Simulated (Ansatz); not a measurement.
Base system: AlN in the rock salt structure (space group Fm-3m, No. 225; a model cell, its experimental status unchecked).

```
CELL_PARAMETERS angstrom
      0.00000     2.02262     2.02262
      2.02262     0.00000     2.02262
      2.02262     2.02262     0.00000
ATOMIC_POSITIONS crystal
  Al 0.50000 0.50000 0.50000
  N  0.00000 0.00000 0.00000
```

Cartesian axes are those of the cell as printed.

Levels (all Ansatz, an electronic-structure program, PAW): PBEsol (420 eV, without spin-orbit coupling); HSE06 (420 eV, spin-orbit coupling left out).

Its gap is 4.55 eV with PBEsol and 6.02 eV with HSE06.

Now apply this change: uniaxial stress, 5 GPa tension along x; all other stress components relax to zero.

With PBEsol the gap becomes 4.34 eV.

### Question
If the HSE06 correction stayed the same, what would the HSE06 gap be, and what does the HSE06 run give?

### Answer
A rigid correction of +1.47 eV gives 5.81 eV. The HSE06 run gives 5.79 eV, so the two effects roughly add.

Single points use the geometry relaxed with PBEsol. HSE06 was sampled on its mesh, a few special points and the semilocal edge points, so its gap is an upper bound. Load acts through the strain it causes; cell and atoms are relaxed under it. Stability under load was not tested beyond the relaxation. The base started in Pnma and relaxed to Fm-3m at this level. This is not the structure that AlN has at room temperature and ambient pressure.
